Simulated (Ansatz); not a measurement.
The parent structure is PtSe2 in the CdI2 type structure (space group P-3m1, No. 164; a = 3.735 Å, c = 5.207 Å; layered, stacked along the Cartesian z axis; relaxed with 0.1 eV smearing).

Calculations: r2SCAN+rVV10 in Ansatz (plane waves to 500 eV, PAW, without spin-orbit coupling).

Before the change:

```
Property   Result
--------  -------
Pressure  0.0 GPa
Band gap     zero
```

Perturbation: the cell is scaled by 0.9853 in all directions; the atoms relax in the strained cell.

Task: How does this affect the energy relative to the base?

Result: The energy increases by 9.4 meV/atom.

Task: What happens to the largest internal atomic displacement?

Result: The largest internal atomic displacement amounts to 0.041 Å.

Task: What happens to the pressure?

Result: The pressure (mean of the normal stresses, compression positive) goes from zero to 3.5 GPa.

Task: How does this affect the band gap?

Result: The band gap stays zero.

With Pt present, leaving out spin-orbit coupling can change the band edges. Stability against distortions was not tested. The final runs are not spin-polarised. The zero or small gap of PtSe2 can change with the level of theory.

Ansatz is an electronic-structure program.
